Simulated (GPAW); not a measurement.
A self-consistent single point of HfTeS (P3m1, 3 atoms in the cell) with GPAW

Method of the run: PBEsol, GPAW PAW datasets PBEsol (made by gpaw-setup) (plane waves; GPAW).

The input file:

```python
from ase import Atoms
from ase.units import GPa
from gpaw import GPAW

atoms = Atoms(['Hf', 'Te', 'S'],
              cell=[[3.815380, 0.000000, 0.000000],
                    [-1.907690, 3.304216, 0.000000],
                    [0.000000, 0.000000, 6.606120]],
              positions=[[-0.000002, 2.202812, 0.197259],
                         [0.000000, 0.000000, 4.937612],
                         [1.907692, 1.101404, 1.471249]],
              pbc=True)

calc = GPAW(mode={'name': 'pw', 'ecut': 600},
            xc='PBEsol',
            kpts={'size': (8, 8, 4), 'gamma': True},
            occupations={'name': 'methfessel-paxton', 'width': 0.136, 'order': 0},
            nbands=-11,
            convergence={'density': 1e-05},
            symmetry={'symmorphic': False, 'tolerance': 0.0005},
            maxiter=120)

atoms.calc = calc

energy = atoms.get_potential_energy()
print('Energy (eV):', round(energy, 6))
forces = atoms.get_forces()
print('Forces (eV/Ang):')
print(forces.round(5))
stress = atoms.get_stress()
print('Stress (GPa, Voigt):', (stress / GPa).round(4))
```

The program printed (abridged):

```
Input parameters:
  convergence: {density: 1e-05}
  kpts: {gamma: True,
         size: (8, 8, 4)}
  maxiter: 120
  mode: {ecut: 600,
         name: pw}
  nbands: -11
  occupations: {name: methfessel-paxton,
                order: 0,
                width: 0.136}
  symmetry: {symmorphic: False,
             tolerance: 0.0005}
  xc: PBEsol

species:
  Hf:
    name: Hafnium
    Z: 72.0
    valence: 12
    core: 60
    charge: 0.0
    file: Hf.PBEsol.gz

    # Using partial waves for Hf as LCAO basis

  Te:
    name: Tellurium
    Z: 52.0
    valence: 6
    core: 46
    charge: 0.0
    file: Te.PBEsol.gz

    # Using partial waves for Te as LCAO basis

  S:
    name: Sulfur
    Z: 16.0
    valence: 6
    core: 10
    charge: 0.0
    file: S.PBEsol.gz

    # Using partial waves for S as LCAO basis

Reference energy: -605314.483225  # eV

Spin-paired calculation

Convergence criteria:
 Maximum [total energy] change in last 3 cyles: 0.0005 eV / valence electron
 Maximum integral of absolute [dens]ity change: 1e-05 electrons / valence electron
 Maximum integral of absolute [eigenst]ate change: 4e-08 eV^2 / valence electron
 Maximum number of scf [iter]ations: 120

Symmetries present (total): 6
Symmetries with fractional translations: 0
256 k-points: 8 x 8 x 4 Monkhorst-Pack grid + [1/16,1/16,1/8]
35 k-points in the irreducible part of the Brillouin zone
       k-points in crystal coordinates                weights
   0:     0.00000000    0.00000000    0.00000000          1/256
   1:     0.00000000    0.00000000    0.25000000          2/256
   2:     0.00000000    0.00000000    0.50000000          1/256
   [... 7 lines left out ...]
          ...
  34:     0.50000000    0.50000000    0.50000000          3/256

Wave functions: Plane wave expansion
  Cutoff energy: 600.000 eV
  Number of coefficients (min, max): 2762, 2829
  Pulay-stress correction: 0.000000 eV/Ang^3 (de/decut=0.000000)

Occupation numbers: Methfessel-Paxton:
  width: 0.1360  # eV
  order: 0

Eigensolver

Densities:
  Coarse grid: 24*24*40 grid
  Fine grid: 48*48*80 grid
  Total Charge: 0.000000

Density mixing:
  Method: separate
  Backend: pulay
  Linear mixing parameter: 0.05
  old densities: 5
  Damping of long wavelength oscillations: 50

Hamiltonian:
  XC and Coulomb potentials evaluated on a 48*48*80 grid
  External potential:
    NoExternalPotential

XC parameters: PBEsol with 2 nearest neighbor stencil

Number of atoms: 3
Number of atomic orbitals: 21
Number of bands in calculation: 23
Number of valence electrons: 24
Bands to converge: occupied

Density initialized from atomic densities
  21 bands from LCAO basis set
  2 bands from random numbers

Atomic positions and initial magnetic moments

Positions:
   0 Hf    -0.000002    2.202812    0.197259    ( 0.0000,  0.0000,  0.0000)
   1 Te     0.000000    0.000000    4.937612    ( 0.0000,  0.0000,  0.0000)
   2 S      1.907692    1.101404    1.471249    ( 0.0000,  0.0000,  0.0000)

Unit cell:
           periodic     x           y           z      points  spacing
  1. axis:    yes    3.815380    0.000000    0.000000    24     0.1377
  2. axis:    yes   -1.907690    3.304216    0.000000    24     0.1377
  3. axis:    yes    0.000000    0.000000    6.606120    40     0.1652

  Lengths:   3.815380   3.815380   6.606120
  Angles:   90.000000  90.000000 120.000000

Effective grid spacing dv^(1/3) = 0.1535

     iter     time        total  log10-change:
                         energy   eigst   dens
iter:   1 --:--:--   -20.054569
iter:   2 --:--:--   -19.958232   -1.36  -1.12
iter:   3 --:--:--   -19.600463   -1.71  -1.15
iter:   4 --:--:--   -19.581994   -2.76  -1.39
iter:   5 --:--:--   -19.601822   -2.06  -1.46
iter:   6 --:--:--   -19.590419   -3.06  -1.76
iter:   7 --:--:--   -19.569932   -3.06  -1.95
iter:   8 --:--:--   -19.569491   -4.18  -2.35
iter:   9 --:--:--   -19.567294c  -3.77  -2.41
iter:  10 --:--:--   -19.567222c  -4.24  -2.87
iter:  11 --:--:--   -19.567173c  -5.73  -2.95
iter:  12 --:--:--   -19.567150c  -6.33  -3.04
iter:  13 --:--:--   -19.567111c  -5.46  -3.13
iter:  14 --:--:--   -19.567108c  -6.43  -3.56
iter:  15 --:--:--   -19.567108c  -6.97  -3.62
iter:  16 --:--:--   -19.567109c  -7.12  -3.64
iter:  17 --:--:--   -19.567109c  -7.86c -3.75
iter:  18 --:--:--   -19.567107c  -7.29  -3.83
iter:  19 --:--:--   -19.567107c  -8.42c -4.20
iter:  20 --:--:--   -19.567107c  -8.39c -4.23
iter:  21 --:--:--   -19.567106c  -8.28c -4.26
iter:  22 --:--:--   -19.567106c  -8.80c -4.41
iter:  23 --:--:--   -19.567107c  -8.96c -4.56
iter:  24 --:--:--   -19.567107c  -8.44c -4.69
iter:  25 --:--:--   -19.567107c  -9.72c -5.15c

Converged after 25 iterations.

Dipole moment: (-1.812406, 1.046393, -7.089134) |e|*Ang

Energy contributions relative to reference atoms: (reference = -605314.483225)

Kinetic:        +18.478550
Potential:      -20.727904
External:        +0.000000
XC:             -17.107276
Entropy (-ST):   -0.007580
Local:           -0.206687
SIC:             +0.000000
--------------------------
Free energy:    -19.570896
Extrapolated:   -19.567107

Showing only first 2 kpts
 Kpt  Band  Eigenvalues  Occupancy
  0    10      6.02038    0.27115
  0    11      6.02039    0.27111
  0    12      6.62349    0.00000
  0    13      6.62356    0.00000

  1    10      5.97621    0.52147
  1    11      5.97622    0.52139
  1    12      6.61531    0.00000
  1    13      6.61538    0.00000

Fermi level: 5.91456

No gap
No difference between direct/indirect transitions
Energy (eV): -19.567107

Forces in eV/Ang:
  0 Hf    0.00000   -0.00000    0.08604
  1 Te    0.00000   -0.00000   -0.04452
  2 S    -0.00000   -0.00000   -0.04148

Stress tensor:
     0.016575     0.000000     0.000000
     0.000000     0.016575    -0.000000
     0.000000    -0.000000     0.003023
Stress (GPa, Voigt): [ 2.6557  2.6557  0.4844 -0.      0.      0.    ]
```

The run converged in 25 iterations. GPAW prints stress with tension positive.

The starting cell comes from a database of computed structures (which also holds hypothetical and non-ambient phases and stackings), without a prior relaxation at this level. Spin-orbit coupling is off.

Cost on one core of a shared machine: roughly 40 s.
